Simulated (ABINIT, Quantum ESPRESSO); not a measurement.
An ABINIT input for a self-consistent single point of a sheet of PtSe2 (3 atoms in the cell) (DFT, PBE, plane waves, PAW (JTH v2.0 PBE PAW)):

```
# PtSe2, JTH v2.0 PBE PAW
pp_dirpath "./"
pseudos "Pt.GGA_PBE-JTH.xml, Se.GGA_PBE-JTH.xml"
acell 3.5468713522 3.5468713522 16.9820380000 Angstrom
rprim
         1.0000000000   -0.0000000935    0.0000000000
        -0.4999999190    0.8660254505    0.0000000000
         0.0000000000    0.0000000000    1.0000000000
natom 3
ntypat 2
znucl 78 34
typat 1 2 2
xcart
         0.0000000000    0.0000000000   16.0457004290
         0.0000003619    3.8697568372   18.8633254243
         3.3513079084    1.9348781052   13.2280754337
ecut 21
pawecutdg 42
pawxcdev 0
ixc 11
occopt 7
tsmear 0.00499791
nband 16
kptopt 1
ngkpt 9 9 1
nshiftk 1
shiftk 0 0 0
nstep 60
tolvrs 1.0e-08
diemac 10
prtwf 0
prtden 0
```

Problem. Give the Quantum ESPRESSO input for the same structure, mesh, smearing and functional.

Solution. One input that does it (others would too):

```fortran
&control
    calculation = 'scf'
    prefix = 'PtSe2'
    outdir = './tmp/'
    pseudo_dir = './'
    tprnfor = .true.
    tstress = .true.
/
&system
    ibrav = 0
    nat = 3
    ntyp = 2
    ecutwfc = 40
    ecutrho = 320
    occupations = 'smearing'
    smearing = 'gauss'
    degauss = 0.0099958
/
&electrons
    conv_thr = 1e-10
    mixing_beta = 0.3
/
ATOMIC_SPECIES
Pt   195.0840  pt_pbe_v1.4.uspp.F.UPF
Se    78.9710  Se_pbe_v1.uspp.F.UPF
ATOMIC_POSITIONS crystal
Pt    0.0000000000    0.0000000000    0.5000000000
Se    0.3333333333    0.6666666667    0.5878000000
Se    0.6666666667    0.3333333333    0.4122000000
K_POINTS automatic
9 9 1  0 0 0
CELL_PARAMETERS angstrom
   3.5468713522     0.0000000000     0.0000000000
  -1.7734356761     3.0716806950     0.0000000000
   0.0000000000     0.0000000000    16.9820380000
```

Basis settings and potentials, where a program has them, do not carry over. This input uses DFT, PBE, plane waves, SSSP 1.1.2 efficiency (PBE) pseudopotentials.

The starting cell was generated: these elements placed on a structure prototype, without a prior relaxation; it need not be a known phase or ordering of this composition. Its lattice was rescaled in the plane by a random factor within 2.5 % of one. For this run, on top of that: lattice scaled in the plane by 0.98.
